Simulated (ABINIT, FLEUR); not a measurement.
A FLEUR input for a self-consistent single point of Mo (Im-3m, 1 atom in the cell) (DFT, PBE, all-electron FLAPW (FLEUR), scalar-relativistic valence):

Input of the input generator:

```
scf Mo
&input film=f /
-2.9037777295 2.9037777295 2.9037777295
2.9037777295 -2.9037777295 2.9037777295
2.9037777295 2.9037777295 -2.9037777295
1.0
1.0 1.0 1.0

1
42 0.0000000000 0.0000000000 0.0000000000

&comp jspins=1 /
&kpt div1=15 div2=15 div3=15 /
&end /
```

```xml
<?xml version="1.0" encoding="UTF-8" standalone="no"?>
<fleurInput fleurInputVersion="0.39">
   <comment>
      scf Mo                                                                                              
   </comment>
   <calculationSetup>
      <cutoffs Kmax="4.2" Gmax="16.8" GmaxXC="16.8" numbands="0"/>
      <scfLoop itmax="100" minDistance="0.00001" maxIterBroyd="99" imix="Anderson" alpha="0.05" precondParam="0.0" spinf="2.0"/>
      <coreElectrons ctail="T" frcor="F" kcrel="0" coretail_lmax="0"/>
      <xcFunctional name="pbe" relativisticCorrections="F"/>
      <magnetism jspins="1"/>
      <soc l_soc="F" theta="0.0" phi="0.0" spav="F"/>
      <expertModes spex="0" secvar="F"/>
      <geometryOptimization l_f="T" forcealpha="1.0" forcemix="BFGS" epsdisp="0.00001" epsforce="0.00001"/>
      <ldaU l_linMix="F" mixParam="0.05" spinf="1.0"/>
   </calculationSetup>
   <cell>
      <bzIntegration valenceElectrons="14.0" mode="gauss" fermiSmearingEnergy="0.00183747">
         <kPointListSelection listName="default-1"/>
         <!-- k-points included here -->
         <xi:include xmlns:xi="http://www.w3.org/2001/XInclude" href="kpts.xml"> </xi:include>
      </bzIntegration>
      <!-- symmetry operations included here -->
      <xi:include xmlns:xi="http://www.w3.org/2001/XInclude" href="sym.xml"> </xi:include>
      <bulkLattice scale="1.0">
         <bravaisMatrix>
            <row-1>   -2.9037777294999998     2.9037777294999998     2.9037777294999998</row-1>
            <row-2>    2.9037777294999998    -2.9037777294999998     2.9037777294999998</row-2>
            <row-3>    2.9037777294999998     2.9037777294999998    -2.9037777294999998</row-3>
         </bravaisMatrix>
      </bulkLattice>
   </cell>
   <atomSpecies>
      <species name="Molybdenum (Mo)" element="Mo" atomicNumber="42">
         <mtSphere radius="2.40" gridPoints="827" logIncrement="0.015"/>
         <atomicCutoffs lmax="10" lnonsphr="8"/>
         <electronConfig flipSpins="F">
            <coreConfig>(1s1/2) (2s1/2) (2p1/2) (2p3/2) (3s1/2) (3p1/2) (3p3/2) (3d3/2) (3d5/2)</coreConfig>
            <valenceConfig>(4s1/2) (4p1/2) (4p3/2) (5s1/2) (4d3/2) (4d5/2)</valenceConfig>
            <stateOccupation state="(5s1/2)" spinUp="0.5" spinDown="0.5"/>
            <stateOccupation state="(4d3/2)" spinUp="1.0" spinDown="1.0"/>
            <stateOccupation state="(4d5/2)" spinUp="1.5" spinDown="1.5"/>
         </electronConfig>
         <energyParameters s="5" p="5" d="4" f="4"/>
         <lo type="SCLO" l="0" n="4" eDeriv="0"/>
         <lo type="SCLO" l="1" n="4" eDeriv="0"/>
      </species>
   </atomSpecies>
   <atomGroups>
      <atomGroup species="Molybdenum (Mo)">
         <relPos label="                   1">.0000000000 .0000000000 .0000000000</relPos>
         <force calculate="T" relaxXYZ="TTT"/>
      </atomGroup>
   </atomGroups>
   <output dos="F" band="F" slice="F">
      <checks vchk="F" cdinf="F"/>
      <bandDOS minEnergy="-.5*Htr" maxEnergy="0.5*Htr" sigma="0.015" storeEVData="T"/>
      <vacuumDOS vacdos="F" integ="F" star="F" nstars="0" locx1="0.0" locy1="0.0" locx2="0.0" locy2="0.0" nstm="0" tworkf="0.0"/>
      <unfoldingBand unfoldBand="F" supercellX="1" supercellY="1" supercellZ="1"/>
      <plotting iplot="0" polar="F">
         <plot TwoD="T" vec1="  1.0  0.0  0.0" vec2="  0.0  1.0  0.0" vec3="  0.0  0.0  1.0" zero="  0.0  0.0  0.0" file="plot"/>
      </plotting>
      <chargeDensitySlicing numkpt="0" minEigenval="0.0" maxEigenval="0.0" nnne="0" pallst="F"/>
      <specialOutput eonly="F"/>
      <magneticCircularDichroism mcd="F" energyLo="-10.0" energyUp="0.0"/>
   </output>
  <!-- We include the file relax.xml here to enable relaxations (see documentation) -->
  <xi:include xmlns:xi="http://www.w3.org/2001/XInclude" href="relax.xml"> <xi:fallback/> </xi:include>
</fleurInput>
```

**Question.** Give the ABINIT input for the same structure, mesh, smearing and functional.

**Answer.** One input that does it (others would too):

```
# Mo, JTH v2.0 PBE PAW
pp_dirpath "./"
pseudos "Mo.GGA_PBE-JTH.xml"
acell 5.0294905614 5.0294905614 5.0294905614
rprim
        -0.5773502692    0.5773502692    0.5773502692
         0.5773502692   -0.5773502692    0.5773502692
         0.5773502692    0.5773502692   -0.5773502692
natom 1
ntypat 1
znucl 42
typat 1
xcart    0.0000000000    0.0000000000    0.0000000000
ecut 20 Ha
pawecutdg 40 Ha
pawxcdev 0
ixc 11
occopt 7
tsmear 0.05 eV
nband 12
kptopt 1
ngkpt 15 15 15
nshiftk 1
shiftk 0 0 0
nstep 100
toldfe 1.0e-09
prtwf 0
prtden 0
enunit 2
```

Basis settings and potentials, where a program has them, do not carry over. This input uses DFT, PBE, plane waves, PAW (JTH v2.0 PBE PAW).

The starting cell comes from a database of computed structures (which also holds hypothetical and non-ambient phases and stackings), without a prior relaxation at this level. Its lattice was rescaled by a random factor within 2.5 % of one. For this run, on top of that: lattice scaled by 0.98.
